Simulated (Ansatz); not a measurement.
CsH (Pm-3m, No. 221, 2 atoms in the cell; start mp-632319; a measured phase of this formula has another space group)

Method: PBE0 (PAW; Ansatz, a first-principles code).

Numerical settings: plane-wave cutoff 460 eV, 8×8×8 k mesh, Fermi–Dirac smearing 0.01 eV, scalar-relativistic PAW data made under PBE.

Cell (relaxed with PBEsol):

Space group Pm-3m (No. 221); a = b = c = 3.724 Å, α = β = γ = 90.00°

```csv
atom,site,symmetry,x,y,z
Cs,1a,m-3m,0.0000,0.0000,0.0000
H,1b,m-3m,0.5000,0.5000,0.5000
```

```
Item                           Result
--------  ---------------------------
band gap  4.32 eV (on the SCF k mesh)
Γ–Γ gap                       7.38 eV
```

Note: cell and atoms aren't relaxed at this level (pressure 1.3 GPa).

Spin–orbit coupling is not included.

Computed values are for the static lattice.

Cost on a shared machine: roughly 2.3 core-minutes.

A start named mp-… is a Materials Project structure, which need not be a measured phase.
